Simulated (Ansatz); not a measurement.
Ansatz (a program for electronic structure) run on a (110) slab of Zr (cut from a parent of space group no. 229; 4 atoms in the cell): self-consistent single point.

Method of the run: LDA (PW92), default PAW files made with PBE (plane waves; Ansatz).

```yaml
crystal:
  lattice:
    - [3.11734, 0.00000, 0.00000]
    - [-4.15646, 2.93906, 0.00000]
    - [0.00000, 0.00000, 21.63591]
  atoms:
    - { symbol: Zr, position: [0.00000, 0.25000, 0.32354] }
    - { symbol: Zr, position: [0.00000, 0.75000, 0.44118] }
    - { symbol: Zr, position: [0.00000, 0.25000, 0.55882] }
    - { symbol: Zr, position: [0.00000, 0.75000, 0.67646] }
```

Reference input (self-consistent single point, DFT, LDA (PW92), plane waves, default PAW files made with PBE): basis.ecutwfc = 420 eV; kpoints.mp_grid.grid = 12 12 1; hamiltonian.xc = lda; hamiltonian.pseudopotentials = {kind: paw} (the program's default PAW files); scf.occupations.method = fermi_dirac; scf.occupations.width = 0.1 eV. This run's input differs from it in these lines:

Ansatz 0.2 input:
```diff
@@ -12,3 +12,3 @@
 basis:
-  ecutwfc: 420.0 eV
+  ecutwfc: 250.0 eV
 kpoints:
```

Output, abridged:

```
SCF iter   1: F=—  HF=-16306.700131 eV  |F-HF|=—  |Δ(HF+E_count)|=         —  Δρ=6.32e-3  dr2=4.59e-1  ethr=1.77e-3  ⟨swp⟩=5.7  Hψ=5478  notcnv=0
all-band conjugate gradients solve this SCF's bands
preconditioner: auto → LDOS
SCF iter   2: F=—  HF=-16306.688176 eV  |F-HF|=—  |Δ(HF+E_count)|=   1.20e-2  Δρ=1.46e-3  dr2=7.98e-3  ethr=9.57e-4  ⟨swp⟩=1.0  Hψ=1593  notcnv=0
   [... lines left out ...]
SCF iter   5: F=—  HF=-16306.688026 eV  |F-HF|=—  |Δ(HF+E_count)|=   3.54e-6  Δρ=3.06e-5  dr2=2.55e-6  ethr=1.06e-7  ⟨swp⟩=2.2  Hψ=1666  notcnv=0
SCF iter   6: F=—  HF=-16306.688027 eV  |F-HF|=—  |Δ(HF+E_count)|=   9.72e-7  Δρ=1.30e-5  dr2=1.04e-6  ethr=5.31e-9  ⟨swp⟩=2.1  Hψ=2153  notcnv=0
SCF iter   7: F=—  HF=-16306.688027 eV  |F-HF|=—  |Δ(HF+E_count)|=   6.17e-8  Δρ=3.32e-6  dr2=1.02e-7  ethr=2.16e-9  ⟨swp⟩=2.2  Hψ=1892  notcnv=0
SCF iter   8: F=-16306.688027 eV  HF=-16306.688027 eV  |F-HF|=3.62e-9  |Δ(HF+E_count)|=   4.78e-9  Δρ=1.29e-6  dr2=7.47e-9  ethr=2.08e-10  ⟨swp⟩=6.0  Hψ=4362  notcnv=0
SCF 1 converged in 8 iterations: F = -16306.688027 eV  dr2 = 7.47e-9
Free energy (F): -16306.688027 eV
Internal energy: -16306.403490 eV  (E = F + TS)
E sigma→0 (E₀):  -16306.545758 eV
Entropy (-TS):   -0.284537 eV (-71.134 meV/atom)
Fermi energy:    4.207802 eV
--- Forces (eV/Å), atoms counted from 1 ---
  atom   1  Zr     0.00000000    -0.00000000     0.83904091
  atom   2  Zr    -0.00000000     0.00000000    -0.50490859
  atom   3  Zr     0.00000000    -0.00000000     0.50490859
  atom   4  Zr    -0.00000000     0.00000000    -0.83904091
--- Stress (GPa, compression-positive) ---
       -5.637976      -0.025618       0.000000
       -0.025618      -5.656091      -0.000000
        0.000000      -0.000000      -4.111421
  P = ⅓ Tr σ = -5.1352 GPa (-51.352 kbar)
  The stress holds the Pulay correction. Without it, at fixed plane waves, as pw.x and ABINIT print it: P = -9.4689 GPa
```

The run converged in 8 iterations. Against the reference run the free energy rises by 196 meV/atom and the largest force hardly changes (0.849 to 0.839 eV/Å).

The starting cell comes from a database of computed structures (which also holds hypothetical and non-ambient phases and stackings), without a prior relaxation at this level. The slab is cut from that crystal, and its faces are unrelaxed. Its lattice was rescaled by up to half a per cent. The cutoff lies below the one recommended for these files.
